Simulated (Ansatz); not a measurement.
## A constructed model of the (100) surface of fcc Cu, a layer of Mo in place of the third plane (bottom of the slab: a bare face, its two planes held)

All values below come from PBE (plane waves to 420 eV, PAW; Ansatz, a first-principles code).

Model: 6-atom slab, 9.3 Å thick at the start (thin: gaps and levels are the slab's own), 15x15x1 mesh, Fermi-Dirac 0.1 eV, dipole correction, 2 atoms held, the rest relaxed; start symmetry kept, larger cells not searched; no spin, no spin-orbit, no U. In PBE it is, or lies within 0.01 eV a 1x1 cell of, the lowest of the 2 structures of its composition computed so far; larger cells were not tried.

- work function of the top face = 4.26 eV
- energy released by relaxation = 0.093 eV
- cost = very roughly 2.1 core-minutes
